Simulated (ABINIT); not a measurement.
Input and output of a self-consistent single point for NaTl (R3m, 4 atoms in the cell) (ABINIT)

Computed with LDA (PW92), PAW (JTH v2.0 LDA PAW) (plane waves; ABINIT).

This input was run:

```
# NaTl, JTH v2.0 LDA PAW
pp_dirpath "./"
pseudos "Na.LDA_PW-JTH.xml, Tl.LDA_PW-JTH.xml"
acell 5.3041041322 5.3041041322 5.3041041322 Angstrom
rprim
        -0.0000000000    0.7071067812    0.7071067812
         0.7071067812   -0.0000000000    0.7071067812
         0.7071067812    0.7071067812   -0.0000000000
natom 4
ntypat 2
znucl 11 81
typat 1 1 2 2
xred
         0.5038480000    0.5038480000    0.5038480000
         0.7500000000    0.7500000000    0.7500000000
         0.0000000000    0.0000000000    0.0000000000
         0.2500000000    0.2500000000    0.2500000000
ecut 30 Ha
pawecutdg 60 Ha
pawxcdev 0
occopt 7
tsmear 0.1 eV
nband 29
kptopt 1
ngkpt 4 4 4
nshiftk 1
shiftk 0 0 0
nstep 100
tolvrs 1.0e-10
prtwf 0
prtden 0
enunit 2
```

The program printed (abridged):

```
 Symmetries : space group R3 m (#160); Bravais hR (rhombohedral)

 -outvars: echo values of preprocessed input variables --------
            acell      1.0023304190E+01  1.0023304190E+01  1.0023304190E+01 Bohr
             ecut      3.00000000E+01 Hartree
           enunit           2
              ixc       -1012
         kptrlatt        4    0    0      0    4    0      0    0    4
          kptrlen      4.00932168E+01
            natom           4
            nband          29
            ngfft          50      50      50
          ngfftdg          72      72      72
             nkpt          13
            nstep         100
             nsym           6
           ntypat           2
           occopt           7
        pawecutdg      6.00000000E+01 Hartree
         pawxcdev           0
            rprim     -0.0000000000E+00  7.0710678120E-01  7.0710678120E-01
                       7.0710678120E-01 -0.0000000000E+00  7.0710678120E-01
                       7.0710678120E-01  7.0710678120E-01 -0.0000000000E+00
          spgroup         160
           tolvrs      1.00000000E-10
           tsmear      3.67493254E-03 Hartree
            typat      1  1  2  2
           useylm           1
             xred      5.0384800000E-01  5.0384800000E-01  5.0384800000E-01
                       7.5000000000E-01  7.5000000000E-01  7.5000000000E-01
                       0.0000000000E+00  0.0000000000E+00  0.0000000000E+00
                       2.5000000000E-01  2.5000000000E-01  2.5000000000E-01
            znucl       11.00000   81.00000

== DATASET  1 ==================================================================

 Real(R)+Recip(G) space primitive vectors, cartesian coordinates (Bohr,Bohr^-1):
 R(1)=  0.0000000  7.0875464  7.0875464  G(1)= -0.0705463  0.0705463  0.0705463
 R(2)=  7.0875464  0.0000000  7.0875464  G(2)=  0.0705463 -0.0705463  0.0705463
 R(3)=  7.0875464  7.0875464  0.0000000  G(3)=  0.0705463  0.0705463 -0.0705463
 Unit cell volume ucvol=  7.1206188E+02 bohr^3
 Angles (23,13,12)=  6.00000000E+01  6.00000000E+01  6.00000000E+01 degrees

 Coarse grid specifications (used for wave-functions):

 getcut: wavevector=  0.0000  0.0000  0.0000  ngfft=  50  50  50
         ecut(hartree)=     30.000   => boxcut(ratio)=   2.02398

 Fine grid specifications (used for densities):

 getcut: wavevector=  0.0000  0.0000  0.0000  ngfft=  72  72  72
         ecut(hartree)=     60.000   => boxcut(ratio)=   2.06006

   3.39904176E+03                                ecore*ucvol(ha*bohr**3)

_setup2: Arith. and geom. avg. npw (full set) are    5593.828    5593.820

--- !BeginCycle
solver: {iscf: 17, nstep: 100, nline: 4, wfoptalg: 10, }
tolerances: {tolvrs: 1.00E-10, }
...

     iter   Etot(hartree)      deltaE(h)  residm     nres2
 ETOT  1  -191.00132764099    -1.910E+02 7.408E+00 1.120E+02
 ETOT  2  -199.06692099830    -8.066E+00 4.958E-01 1.073E+02
 ETOT  3  -198.97234298091     9.458E-02 5.023E-01 2.622E+01
 ETOT  4  -198.94499553538     2.735E-02 1.171E-01 7.321E+00
 ETOT  5  -198.93478252573     1.021E-02 2.338E-02 8.346E-01
 ETOT  6  -198.93363647528     1.146E-03 2.134E-02 5.197E-03
   [... 11 lines left out ...]
 ETOT 18  -198.93374196613     9.777E-12 5.265E-05 1.014E-09
 ETOT 19  -198.93374196614    -5.599E-12 7.426E-05 3.108E-10
 ETOT 20  -198.93374196614    -6.821E-12 2.782E-05 3.945E-10
 ETOT 21  -198.93374196614     3.070E-12 7.637E-05 2.743E-10
 ETOT 22  -198.93374196614     3.126E-13 1.504E-05 8.028E-11

 At SCF step   22       nres2   =  8.03E-11 < tolvrs=  1.00E-10 =>converged.

 Cartesian components of stress tensor (hartree/bohr^3)
  sigma(1 1)=  5.48736406E-05  sigma(3 2)= -4.18511300E-07
  sigma(2 2)=  5.48736406E-05  sigma(3 1)= -4.18511300E-07
  sigma(3 3)=  5.48736406E-05  sigma(2 1)= -4.18511300E-07

 ----iterations are completed or convergence reached----

 reduced coordinates (array xred) for    4 atoms
       0.503848000000      0.503848000000      0.503848000000
       0.750000000000      0.750000000000      0.750000000000
       0.000000000000      0.000000000000      0.000000000000
       0.250000000000      0.250000000000      0.250000000000
 cartesian forces (eV/Angstrom) at end:
    1     -0.03650813904200    -0.03650813904200    -0.03650813904200
    2      0.01616571648933     0.01616571648933     0.01616571648933
    3      0.00395047436399     0.00395047436399     0.00395047436399
    4      0.01639194818868     0.01639194818868     0.01639194818868
 frms,max,avg= 2.1670699E-02 3.6508139E-02  -1.310E-04 -1.310E-04 -1.310E-04 e/A
 length scales= 10.023304190165 10.023304190165 10.023304190165 bohr
              =  5.304104132200  5.304104132200  5.304104132200 angstroms
 Fermi (or HOMO) energy (hartree) =   0.14355   Average Vxc (hartree)=  -0.32111
 Eigenvalues (hartree) for nkpt=  13  k points:
 kpt#   1, nband= 29, wtk=  0.01563, kpt=  0.0000  0.0000  0.0000 (reduced coord)
  -1.78271   -1.78238   -0.77305   -0.77276   -0.77276   -0.77147   -0.77147   -0.77140
  -0.28497   -0.28497   -0.28491   -0.28372   -0.28372   -0.27076   -0.27076   -0.27067
  -0.26861   -0.26861   -0.18047    0.03819    0.17840    0.17840    0.17887    0.20940
   0.20940    0.20996    0.22228    0.32178    0.32221
      occupation numbers for kpt#   1
   2.00000    2.00000    2.00000    2.00000    2.00000    2.00000    2.00000    2.00000
   2.00000    2.00000    2.00000    2.00000    2.00000    2.00000    2.00000    2.00000
   2.00000    2.00000    2.00000    2.00000    0.00000    0.00000    0.00000    0.00000
   0.00000    0.00000    0.00000    0.00000    0.00000
 prteigrs : prtvol=0 or 1, do not print more k-points.

 Fermi (or HOMO) energy (eV) =   3.90616   Average Vxc (eV)=  -8.73777
 Eigenvalues (   eV  ) for nkpt=  13  k points:
 kpt#   1, nband= 29, wtk=  0.01563, kpt=  0.0000  0.0000  0.0000 (reduced coord)
 -48.51008  -48.50094  -21.03588  -21.02777  -21.02777  -20.99290  -20.99290  -20.99079
  -7.75445   -7.75445   -7.75267   -7.72030   -7.72030   -7.36774   -7.36774   -7.36520
  -7.30925   -7.30925   -4.91085    1.03923    4.85456    4.85456    4.86733    5.69797
   5.69797    5.71331    6.04848    8.75617    8.76778
 prteigrs : prtvol=0 or 1, do not print more k-points.

--- !EnergyTerms
comment             : Components of total free energy in Hartree
kinetic             :  2.83719179280754E+01
hartree             :  6.34324283449789E+01
xc                  : -1.01613748851466E+01
Ewald energy        : -1.26223754114754E+02
psp_core            :  4.77352022142260E+00
local_psp           : -1.70271220455206E+02
spherical_terms     :  1.11449247934421E+01
internal            : -1.98933558167187E+02
'-kT*entropy'       : -1.83510396116952E-04
total_energy        : -1.98933741677583E+02
total_energy_eV     : -5.41326240749480E+03
...

-Cartesian components of stress tensor (GPa)         [Pressure= -1.6144E+00 GPa]
- sigma(1 1)=  1.61443797E+00  sigma(3 2)= -1.23130255E-02
- sigma(2 2)=  1.61443797E+00  sigma(3 1)= -1.23130255E-02
- sigma(3 3)=  1.61443797E+00  sigma(2 1)= -1.23130255E-02

 Calculation completed.
```

The run converged in 22 iterations.

The starting cell comes from a database of computed structures (which also holds hypothetical and non-ambient phases and stackings), without a prior relaxation at this level. Its lattice was rescaled by up to half a per cent. One atom was moved a little off its site on purpose.

Cost on one core of a shared machine: roughly 4 min.
